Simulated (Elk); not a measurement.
Worked example: self-consistent single point of Li (Im-3m, 1 atom in the cell) in Elk.

Method: PBEsol, all-electron FP-LAPW, Elk's shipped species files, APW+lo basis with extra local orbitals run with Elk.

```
CELL_PARAMETERS angstrom
     -1.68096     1.68096     1.68096
      1.68096    -1.68096     1.68096
      1.68096     1.68096    -1.68096
ATOMIC_POSITIONS crystal
  Li 0.00000 0.00000 0.00000
```

Reference input (self-consistent single point, DFT, PBE, all-electron FP-LAPW, Elk's shipped species files, APW+lo basis with extra local orbitals): xctype = 20; rgkmax = 7.5; stype = 0; swidth = 0.00499791 Ha; ngridk = 11 11 11; gmaxvr = 16 1/bohr; nxlo = 2; lorbcnd = true; lmaxi = 2. This run's input differs from it in these lines:

```diff
@@ -4,3 +4,3 @@
 xctype
-  20
+  22
```

Log, with long lists cut:

```
│ Self-consistent loop started │
│ Loop number : 1 │
 total energy                :     -7.46563882431
│ Loop number : 2 │
 total energy                :     -7.46562080625
RMS change in Kohn-Sham potential (target) :    36.78902741     (  0.1000000000E-05)
Absolute change in total energy (target)   :   0.1801806073E-04 (  0.1000000000E-03)
│ Loop number : 3 │
 total energy                :     -7.46477585896
RMS change in Kohn-Sham potential (target) :    18.50671678     (  0.1000000000E-05)
Absolute change in total energy (target)   :   0.8494517998E-03 (  0.1000000000E-03)
│ Loop number : 4 │
   [... lines left out ...]
Absolute change in total energy (target)   :   0.9680168895E-05 (  0.1000000000E-03)
│ Loop number : 12 │
 total energy                :     -7.46390521842
RMS change in Kohn-Sham potential (target) :   0.1380971043E-04 (  0.1000000000E-05)
Absolute change in total energy (target)   :   0.2534526088E-05 (  0.1000000000E-03)
│ Loop number : 13 │
 total energy                :     -7.46390514337
RMS change in Kohn-Sham potential (target) :   0.6992922221E-06 (  0.1000000000E-05)
Absolute change in total energy (target)   :   0.7086797726E-06 (  0.1000000000E-03)
Convergence targets achieved

│ Loop number : 14 │

Energies :
 Fermi                       :     0.191593162482E-01
 total energy                :     -7.46390513640

Density of states at Fermi energy :    12.15448492
 (states/Hartree/unit cell)

Estimated indirect band gap :   0.7500843559E-02
 from k-point      6 to k-point     31
Estimated direct band gap   :   0.1398519300
 at k-point      6

Charges :
 core                        :    0.000000000
 valence                     :    3.000000000
 interstitial                :   0.8732838375
 muffin-tins (core leakage)
  species :    1 (Li)
   atom    1                 :    2.126716163     (   0.000000000    )
 total in muffin-tins        :    2.126716163
 total calculated charge     :    3.000639233
 total charge                :    3.000000000
 error                       :   0.6392327490E-03

│ Self-consistent loop stopped │
```

The run converged in 14 iterations. The count includes the last loop, which Elk runs after its targets are met. 

The starting cell comes from a database of computed structures (which also holds hypothetical and non-ambient phases and stackings), without a prior relaxation at this level. Its lattice was rescaled by a random factor within 2.5 % of one. Values depend on the basis (sphere radii, cutoffs, local orbitals), which need not be converged. The log's line on a gap gives a spacing of levels on this mesh, which the program prints for metals too.
